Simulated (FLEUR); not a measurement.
Band structure of Zr (P6_3/mmc, 2 atoms in the cell).

```
CELL_PARAMETERS angstrom
      3.20587     0.00000     0.00000
     -1.60293     2.77636     0.00000
      0.00000     0.00000     5.11895
ATOMIC_POSITIONS crystal
  Zr 0.33333 0.66667 0.25000
  Zr 0.66667 0.33333 0.75000
```

Computed with PBE, all-electron FLAPW (FLEUR), scalar-relativistic valence in FLEUR.

Settings: Kmax = 3.8 1/bohr; GmaxXC = 15.2 1/bohr; xcFunctional = pbe; jspins = 1; l_soc = F; mode = hist; fermiSmearingEnergy = 0.00367493 Htr; mesh (inpgen div1-3) = 16 16 9; inpgen gamma flag = true; Gmax = 15.2 1/bohr; numbands = 0; maxIterBroyd = 25; imix = Anderson; alpha = 0.05.

The starting cell comes from a database of computed structures (which also holds hypothetical and non-ambient phases and stackings), without a prior relaxation at this level. Its lattice was rescaled by a random factor within 2.5 % of one. Values depend on the basis (sphere radii, cutoffs, local orbitals), which need not be converged.

Levels in eV from the Fermi level, bands 9 to 16:
```
point      9     10     11     12    13    14    15    16
-----  -----  -----  -----  -----  ----  ----  ----  ----
Γ      -5.66  -3.06   0.90   0.90  1.03  1.27  1.60  1.60
M      -2.62  -2.50  -2.18  -0.13  0.58  0.82  1.52  5.07
K      -2.14  -1.33  -1.33  -1.11  0.30  0.30  1.87  4.43
A      -3.93  -3.93   0.06   0.06  0.80  0.80  0.80  0.80
L      -2.90  -2.90  -1.07  -1.07  1.74  1.74  2.29  2.29
H      -1.45  -1.45  -1.27  -1.27  0.02  0.02  2.10  2.10
```
